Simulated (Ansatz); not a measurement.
Cells marked so need not be the phases stable at ambient conditions, and some may be hypothetical.

The gap is the functional's own, uncorrected, and κ follows it; spin-orbit coupling is left out. Mid-gap values are interpolated between the computed energies.

A. SiO2 (P6_422, not sure to be the ambient phase, 9 atoms a cell, 13.7 Å³ an atom), along the normal of (100)
B. SnSe2 (P-3m1, CdI2 type, not sure to be the ambient phase, 3 atoms a cell, 25.6 Å³ an atom), along the normal of (100)
C. CdTe (F-43m, zinc blende, 2 atoms a cell, 35.4 Å³ an atom), along the normal of (001)
D. ZrS2 (P-3m1, CdI2 type, not sure to be the ambient phase, 3 atoms a cell, 21.8 Å³ an atom, 3 GPa at this level), along the normal of (100)

Put the candidates in order of mid-gap decay constant of the slowest evanescent state, lowest first, for Ansatz (an electronic-structure program) with r2SCAN.

C (0.08 1/Å), B (0.12 1/Å), D (0.17 1/Å), A (0.52 1/Å)
